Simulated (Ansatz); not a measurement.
Amorphous In24O38Zr, 63 atoms at 6.45 g/cm³, one PBE-relaxed geometry, zone centre. Methods: PBE, scalar-relativistic without spin-orbit coupling (Ansatz, a quantum-chemistry and plane-wave program); r2SCAN, scalar-relativistic without spin-orbit coupling (Ansatz); HSE06, scalar-relativistic without spin-orbit coupling (Ansatz). Plane waves to 420 eV (r2SCAN 500 eV); exact exchange is cut at the cell's faces. At PBE the levels at the filled edge of the gap are localised (band-tail or defect states). All rungs ran without spin polarisation.

The cell was made by melting and quenching with the CHGNet potential and then relaxed with DFT. O atoms were pushed apart under 1.9 Å during the dynamics, to hinder bonds among them. The hot cell started wider than the set density and was brought back towards it in steps. It is the lowest in DFT energy of 2 quenches. It is a model cell: composition and starting density were chosen by hand, and all elements were melted together. No dispersion term was used. Its density started from a set value of 6.45 and ended at 6.45 g/cm³. Cooling (nominally 220 K/ps over its main leg) ran many orders faster than in experiment, which tends to leave more defects and strain. Values belong to this one cell and scatter from quench to quench. The volume was held where the preparation left it, at a PBE pressure of 0.7 GPa. Stress components on the final sampling reach 2.5 GPa.

The relaxation ran on the zone centre alone. At PBE the level gap is 0.58 eV on a 2×2×2 Γ-centred mesh, and the spacing at the zone centre alone 0.60 eV.

What zone-centre spacing does r2SCAN give, roughly?

1.05 eV (+0.45 eV against PBE).

What zone-centre spacing does HSE06 give, roughly?

2.02 eV (+1.42 eV against PBE).

The highest filled and the lowest empty state spread over these numbers of atoms (participation numbers): PBE: 4.3 and 58.2; r2SCAN: 5.1 and 58.0; HSE06: 11.1 and 57.9.
